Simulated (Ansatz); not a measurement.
Structure of amorphous Hf$_{18}$O$_{39}$Mo (periodic cell):

```xyz
58
Lattice="9.2642 -0.3510 0.3071 -0.3510 9.1604 0.0257 0.3071 0.0257 9.0144" Properties=species:S:1:pos:R:3 pbc="T T T"
Hf     6.3742     1.2400     9.1716
Hf     4.0977     3.3977     1.6154
Hf     4.8744     2.2418     5.6066
Hf     0.6229     2.6060     2.5595
Hf     5.8936     4.3664     7.8309
Hf     8.9281     4.6604     0.3592
Hf     4.8650     7.9857     6.4037
Hf     2.5709     0.1977     1.4825
Hf     1.8806     0.4991     4.7624
Hf     5.6784     8.3716     3.1776
Hf     0.4887     4.6573     5.8040
Hf     8.0533     6.8702     6.8725
Hf     1.8532     7.8671     7.5562
Hf     2.3184     2.6463     7.8514
Hf     4.2512     7.0500     0.3900
Hf    -0.0781     6.7097     3.4201
Hf     8.3487     0.9516     6.5052
Hf     7.9885     8.1700     1.2157
O      0.9031     6.5603     6.1742
O      2.1805     3.0635     0.9918
O      3.5538     5.1823     2.7877
O      9.2506     1.2949     4.6298
O      6.0004     3.2148     0.5433
O      2.9239     8.6297     5.9303
O      3.9297     8.1712     2.1936
O      2.1650     7.5394     0.5239
O      8.0393     4.6439     7.7090
O      8.1251     0.3043     8.5313
O      8.7290     3.0876     1.4689
O      2.3404     0.6886     8.4164
O      4.2571     1.4124     1.1709
O      4.9356     6.7508     4.5978
O      1.5278     4.6342     7.9490
O      0.4843     0.6788     1.5769
O      0.4715     2.7422     6.7311
O      3.6153     6.7801     7.4594
O      9.1027     7.0337     8.6605
O      8.9323     6.0064     1.8489
O      6.1134     6.4272     7.5430
O      1.3548     8.1209     3.4348
O      5.4163     0.4719     4.7324
O      0.2196     8.9739     6.2444
O      2.7255     4.8270     5.3803
O      5.4448     4.2962     5.7344
O      6.9267     8.3750     6.0550
O      4.7114     3.2491     3.6982
O      7.6671     7.6833     3.3535
O      4.9787     8.8679     8.2599
O      6.8641     0.5723     1.9315
O      6.6070     2.0391     6.9327
O      2.8939     2.0288     5.8222
O      4.3322     5.0204     0.3229
O      8.1013     5.5880     5.2893
O      2.4114     1.5967     3.1219
O      0.5934     4.4502     3.7506
O      6.1329     7.2130     1.2930
O      4.3011     2.9919     7.6225
Mo     4.1774     5.0531     4.4537
```

All values below come from PBE, scalar-relativistic without spin-orbit coupling (plane waves to 420 eV, PAW; Ansatz, a quantum-chemistry and plane-wave program).

Preparation: random packing, a CHGNet melt and quench, and a DFT relaxation. O atoms were pushed apart under 1.9 Å during the dynamics, to hinder bonds among them. The hot cell started wider than the set density and was brought back towards it in steps. It is the lowest in DFT energy of 2 quenches. It is a model cell: composition and starting density were chosen by hand, and all elements were melted together. No dispersion term was used. Its density started from a set value of 8.65 and ended at 8.56 g/cm³. The simulated quench (nominally 300 K/ps over its main leg) is rapid and tends to freeze in more defects than a deposited or slowly cooled glass has. One small periodic cell is one sample of the glass; other quenches scatter about these values. Volume and shape were free in the relaxation.

Cut-offs for bonds: Hf-Hf 3.34 Å, Hf-O 2.68 Å, Hf-Mo 3.19 Å, O-O 1.58 Å, O-Mo 2.42 Å, Mo-Mo 3.04 Å. Two cations that share two anions don't count as bonded, nor two that share one unless they lie closer than Hf-Hf 3.25 Å, Hf-Mo 3.10 Å, Mo-Mo 2.95 Å.

Question: Give the coordination numbers, mean bond lengths and angles.

Answer: 
```json
{
 "Mean coordination of Hf by anions": "6.33 (2 with 5, 8 with 6, 8 with 7)",
 "Mean coordination of O": "3.05 (3 with 2, 31 with 3, 5 with 4)",
 "Mean coordination of Mo by anions": "5.00 (1 with 5)",
 "Mean Hf-O bond": "2.148 Å (spread 0.123 Å, 114 counted)",
 "Mean O-Mo bond": "1.873 Å (spread 0.107 Å, 5 counted)",
 "Bond angle at Hf": "mean 102.3°, spread 28.9°",
 "Bond angle at O": "mean 113.7°, spread 19.1°",
 "Bond angle at Mo": "mean 105.4°, spread 22.5°"
}
```

Question: List the pairs of like atoms that count as bonded by the rules above.

Answer: There are none by these rules.
